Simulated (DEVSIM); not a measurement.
Structure: Au/SiO2/p-Si capacitor, at 300 K.

Layer 1 from the left is SiO2, thickness (nm) 19.0. Layer 2 from the left is Si, thickness (nm) 1600, Na (cm⁻³) 1.3e17.

Metal gate on the left, work function 5.1 eV. Fixed charge at the semiconductor interface -6.7e11 cm⁻² (in units of +e); no interface traps.

The device is made up for the run: typed textbook-type constants, with dimensions and the other settings drawn at random. Values at 300 K.

SiO2: gap (eV) 9, affinity (eV) 0.9, permittivity 3.9. Si: gap (eV) 1.124, affinity (eV) 4.05, permittivity 11.7, Nc (cm⁻³) 2.86e19, Nv (cm⁻³) 3.1e19.

DEVSIM, 1D Poisson equation in equilibrium, Boltzmann statistics, complete ionisation; no quantum confinement or tunnelling. Metal contacts follow the ideal Schottky-Mott rule: no Fermi-level pinning, no interface dipoles.

**Question.** What does the simulation give for the minimum of the low-frequency capacitance, the flat-band voltage?

**Answer.** minimum of the low-frequency capacitance 0.0745 μF/cm²; flat-band voltage 0.66 V.
